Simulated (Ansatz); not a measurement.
System: CeO₂ (P4₂/mnm, No. 136, 6 atoms in the cell; start mp-1018664; a measured phase of this formula has another space group). Method: LDA (Ansatz, a program for electronic structure, PAW).

Run with plane-wave cutoff 520 eV, 8×8×10 k mesh (along the axes of the cell as run), Fermi–Dirac smearing 0.01 eV, no spin polarisation, scalar-relativistic PAW data made under PBE.

Cell (relaxed with PBEsol):

```xyz
6
Lattice="5.0756 0.0000 0.0000 0.0000 5.0756 0.0000 0.0000 0.0000 3.6030" Properties=species:S:1:pos:R:3 pbc="T T T"
Ce     2.5378     2.5378     1.8015
Ce     0.0000     0.0000     0.0000
O      4.1262     0.9494     1.8015
O      0.9494     4.1262     1.8015
O      1.5884     1.5884     0.0000
O      3.4872     3.4872     0.0000
```

Task: What does this level give for the band gap and smallest direct gap on the k points sampled?

Result: 
- band gap = 2.09 eV
- smallest direct gap on the k points sampled = 2.19 eV

Note: the 4f shell is treated without U or exact exchange, so its levels and filling can be wrong; cell and atoms aren't relaxed at this level (pressure -3.4 GPa).

Spin–orbit coupling is not included.

Computed values are for the static lattice.

A start named mp-… is a Materials Project structure, which need not be a measured phase.
